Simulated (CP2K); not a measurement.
Band structure of SrPd₂ (Fd-3m, 6 atoms in the cell).

```
SrPd2
1.0
    5.56581     0.00000     0.00000
    2.78291     4.82014     0.00000
    2.78291     1.60671     4.54447
Sr Pd
2 4
Direct
  0.75000   0.75000   0.75000
  0.50000   0.50000   0.50000
  0.12500   0.62500   0.12500
  0.12500   0.12500   0.12500
  0.62500   0.12500   0.12500
  0.12500   0.12500   0.62500
```

Computed with PBEsol, GPW, DZVP-MOLOPT-SR-GTH basis, GTH-PBE potentials (GTH_POTENTIALS) run with CP2K.

Settings: CUTOFF = 500 Ry; REL_CUTOFF = 60 Ry; SMEAR/METHOD = GAUSSIAN; SIGMA = 0.136 eV; KPOINTS/SCHEME = MONKHORST-PACK 7 7 7; XC_FUNCTIONAL = PBE:PBESOL; Sr/BASIS_SET = DZVP-MOLOPT-SR-GTH; Sr/POTENTIAL = GTH-PBE-q10; Pd/BASIS_SET = DZVP-MOLOPT-SR-GTH; Pd/POTENTIAL = GTH-PBE-q18; METHOD = GPW; EPS_DEFAULT = 1e-11; EXTRAPOLATION = USE_GUESS; NGRIDS = 5.

The starting cell comes from a database of computed structures (which also holds hypothetical and non-ambient phases and stackings), without a prior relaxation at this level. Spin polarisation is off. Values carry the incompleteness of an atom-centred basis. The potentials were made for another functional than the one used.

Levels in eV from the Fermi level, bands 43 to 48:
```json
[
 {"point": "Γ", "43": "0.01", "44": "0.01", "45": "0.01", "46": "0.50", "47": "0.50", "48": "1.02"},
 {"point": "X", "43": "-1.38", "44": "-1.38", "45": "-1.35", "46": "-1.35", "47": "0.79", "48": "0.79"},
 {"point": "W", "43": "-1.65", "44": "-1.65", "45": "-0.96", "46": "-0.96", "47": "0.34", "48": "0.34"},
 {"point": "K", "43": "-1.55", "44": "-1.50", "45": "-1.26", "46": "-0.97", "47": "0.02", "48": "1.24"},
 {"point": "L", "43": "-1.49", "44": "-1.26", "45": "-1.26", "46": "0.01", "47": "1.62", "48": "2.06"},
 {"point": "U", "43": "-1.55", "44": "-1.50", "45": "-1.26", "46": "-0.97", "47": "0.02", "48": "1.24"}
]
```

Bands cross the Fermi level along this path, so the cell is metallic at this level.

Higher empty bands are left out: an atom-centred basis made for the valence describes them poorly.
